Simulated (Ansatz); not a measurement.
# A computed series for MgS: response to strain

Consider MgS in the rock salt structure (space group Fm-3m, No. 225; a = 5.203 Å).

Strains are applied to the cell and any free atomic positions relax.

Calculations: Ansatz (a first-principles code) r2SCAN, no spin-orbit coupling.

```json
[
 {"isotropic strain (%)": "0", "band gap (eV)": "3.46"},
 {"isotropic strain (%)": "0.5", "band gap (eV)": "?"},
 {"isotropic strain (%)": "1", "band gap (eV)": "3.40"},
 {"isotropic strain (%)": "1.5", "band gap (eV)": "3.37"},
 {"isotropic strain (%)": "2", "band gap (eV)": "3.33"},
 {"isotropic strain (%)": "2.5", "band gap (eV)": "3.30"},
 {"isotropic strain (%)": "3", "band gap (eV)": "3.27"}
]
```

Fit E_g = E₀ + Dε (ε in %) to the rows shown and predict the withheld row.

Least squares on the printed values gives E₀ = 3.46 eV, D = -64.3 meV per % of strain (largest residual 0.00 eV); this predicts 3.43 eV, and the run gives 3.43 eV, in agreement.

Whether these cells are dynamically stable was not tested.
